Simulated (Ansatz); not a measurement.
# What 5 layers does to HfO2

Base system: HfO2 in the fluorite structure (space group Fm-3m, No. 225; a = 5.058 Å). Axes: x, y, z lie along the cube axes.

The change: a free-standing slab of 5 layers (15 atoms, 3 a layer) is cut normal to [111], with 15 Å of vacuum and the in-plane cell held at bulk.

All numbers come from r2SCAN in Ansatz (plane waves to 500 eV, PAW, scalar-relativistic without spin-orbit coupling). k-mesh 11×11×1 (Γ-centred); smearing 0.05 eV (Fermi–Dirac), for the changed cell.

* **Layer's space group (with vacuum)**: P-3m1 (No. 164)
* **Band gap**: 4.50 eV (base 4.30 eV)
* **Gap character**: direct at M
* **Excess energy per area of both faces (slab less bulk energy over the cell's area: twice a surface energy)**: 2.19 J/m²
* **Thickness between the outermost nuclei**: 13.17 Å
* **Change of the spacing d12 from its bulk value of 0.730 Å**: +7.4 %
* **Change of the spacing d23 from its bulk value of 0.730 Å**: +0.1 %

Final structure:

```xyz
15
Lattice="3.5769 0.0000 0.0000 1.7884 3.0977 0.0000 0.0000 0.0000 28.1423" Properties=species:S:1:pos:R:3 pbc="T T T"
O      2.6827     0.5163     7.4869
Hf     0.8942    -0.5163     8.2713
O      4.4711     1.5488     9.0019
O      4.4711    -0.5163    10.4041
Hf     2.6827    -1.5488    11.1425
O      6.2595     0.5163    11.8722
O      6.2595    -1.5488    13.3428
Hf     4.4711    -2.5814    14.0711
O      8.0480    -0.5163    14.7995
O      8.0480    -2.5814    16.2701
Hf     6.2595    -3.6139    16.9998
O      9.8364    -1.5488    17.7381
O      9.8364    -3.6139    19.1404
Hf     8.0480    -4.6465    19.8710
O     11.6248    -2.5814    20.6554
```

The excess energy carries the mismatch between the slab's and the bulk's meshes. With Hf present, leaving out spin-orbit coupling can change the band edges. Stability against distortions was not tested. This is not the structure that HfO2 has at room temperature and ambient pressure. k-point labels follow each cell's own Brillouin zone.

Ansatz is a quantum-chemistry and plane-wave program.
